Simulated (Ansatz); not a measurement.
System: SmMg3 (Fm-3m, No. 225). Method: r²SCAN+rVV10 (Ansatz, an electronic-structure program, plane waves, PAW).

Numerical settings: plane-wave cutoff 560 eV, 14×14×14 k mesh, Fermi–Dirac smearing 0.05 eV, spin-polarised with parallel moments, scalar-relativistic PAW data made under PBE.

Computed at the level's own relaxed cell.

### Question
Predict the lattice parameter a.

### Answer

lattice parameter a: 7.475 Å

Note: the magnetic order was assumed, not searched for or taken from measurement; the 4f shell is treated without U or exact exchange, so its levels and filling can be wrong.

Spin–orbit coupling is not included.

Computed values are for the static lattice.

Cost on a shared machine: about 4 core-minutes (a rough figure).
